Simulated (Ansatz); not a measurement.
Ansatz (a quantum-chemistry and plane-wave program) run on CrGa₄ (I4mm, 5 atoms in the cell): relaxation of the atoms.

Method of the run: LDA (PW92), default PAW files made with PBE (plane waves; Ansatz).

The change in words: one atom moved by 0.15 angstrom; relax: default → atoms; relax.f_tol: default → 0.02 eV/Å. Reference geometry:
```xyz
5
Lattice="-2.8130 2.8130 2.8130 2.8130 -2.8130 2.8130 2.8130 2.8130 -2.8130" Properties=species:S:1:pos:R:3 pbc="T T T"
Cr     0.0000     0.0000     0.0000
Ga     1.4065     1.4065    -1.4065
Ga     1.4065    -1.4065     1.4065
Ga     1.4065     1.4065     1.4065
Ga    -1.4065     1.4065     1.4065
```

Reference input (self-consistent single point, DFT, LDA (PW92), plane waves, default PAW files made with PBE): basis.ecutwfc = 420 eV; kpoints.mp_grid.grid = 8 8 8; hamiltonian.xc = lda; hamiltonian.pseudopotentials = {kind: paw} (the program's default PAW files); scf.occupations.method = fermi_dirac; scf.occupations.width = 0.1 eV. This run's input differs from it in these lines:

```diff
@@ -6,3 +6,3 @@
   atoms:
-    - { symbol: Cr, position_ang: [0.000000, 0.000000, 0.000000] }
+    - { symbol: Cr, position_ang: [0.000000, -0.000000, 0.150002] }
     - { symbol: Ga, position_ang: [1.406518, 1.406518, -1.406518] }
@@ -24,2 +24,4 @@
     width: 0.1 eV
+relax:
+  f_tol: 0.02
 output:
```

Output, abridged:

```
   [... SCF lines of the steps left out ...]
relax step   1: F+E_penalty+E_count = -18151.57827118 eV  Δ(F+E_penalty+E_count) = +0.000e0 eV  max|allowed force component| = 2.134e0 eV/Å  Δτ_max = 0.0000 Å  (6 SCF iters, dr2 threshold 1.00e-5 eV, accepted)
relax step   2: F+E_penalty+E_count = -18151.70890767 eV  Δ(F+E_penalty+E_count) = -1.306e-1 eV  max|allowed force component| = 8.320e-1 eV/Å  Δτ_max = 0.0836 Å  (6 SCF iters, dr2 threshold 1.00e-4 eV, accepted)
relax step   3: F+E_penalty+E_count = -18151.73821842 eV  Δ(F+E_penalty+E_count) = -2.931e-2 eV  max|allowed force component| = 7.792e-3 eV/Å  Δτ_max = 0.0356 Å  (6 SCF iters, dr2 threshold 4.33e-5 eV, accepted)
relax step   4: F+E_penalty+E_count = -18151.73821849 eV  Δ(F+E_penalty+E_count) = -7.165e-8 eV  max|allowed force component| = 7.391e-3 eV/Å  Δτ_max = 0.0000 Å  (6 SCF iters, accepted)
the relaxation is at rest under the 8 symmetry operations that the run kept from its start: a minimum is not shown …
Free energy (F): -18151.738218 eV
Internal energy: -18151.719628 eV  (E = F + TS)
E sigma→0 (E₀):  -18151.728923 eV
Entropy (-TS):   -0.018590 eV (-3.718 meV/atom)
Fermi energy:    9.663671 eV
--- Forces (eV/Å), atoms counted from 1 ---
  atom   1  Cr     0.00000000     0.00000000    -0.00739260
  atom   2  Ga     0.00293637     0.00293637     0.00184664
  atom   3  Ga    -0.00293637     0.00293637     0.00184664
  atom   4  Ga    -0.00293637    -0.00293637     0.00184664
  atom   5  Ga     0.00293637    -0.00293637     0.00184664
--- Stress (GPa, compression-positive) ---
   [... lines left out ...]
    - { symbol: Cr, position: [0.005472378183580138, 0.005472378183580138, 7.222237291452134e-35] }
    - { symbol: Ga, position: [0.005221887498355254, 0.005221887498355254, 0.49984889995314497] }
    - { symbol: Ga, position: [0.005221887498355227, 0.5053729875452102, 0.0] }
    - { symbol: Ga, position: [0.5053729875452102, 0.5053729875452102, 0.500151100046855] }
    - { symbol: Ga, position: [0.5053729875452102, 0.005221887498355227, 0.0] }
```

The run converged.  The full log also holds: “iter 5 did not close the SCF: its close was put off for the readings that it lacked (scf_convergence_deferred on its scf_iter line)”. The full log also holds: “iter 3 did not close the SCF: its close was put off for the readings that it lacked (scf_convergence_deferred on its scf_iter line)”.

Summary of the result:
* **Free energy E − TS (on the zero of these files)**: -18151.7382 eV
* **Fermi level (on the code's own zero)**: 9.66 eV
* **Pressure**: -5.38 GPa
* **Largest force (vector length)**: 0.007 eV/Å
* **Relaxation steps**: 4

The starting cell comes from a database of computed structures (which also holds hypothetical and non-ambient phases and stackings), without a prior relaxation at this level. Its lattice was rescaled by up to half a per cent. For this run, on top of that: one atom moved by 0.15 angstrom. Spin polarisation is off. The relaxation keeps the symmetry of its start, so its end need not be a minimum. Ansatz's pressure includes its estimate of the finite-basis (Pulay) stress.

Cost on one core of a shared machine: roughly 70 s.

Keys are those of Ansatz 0.2.
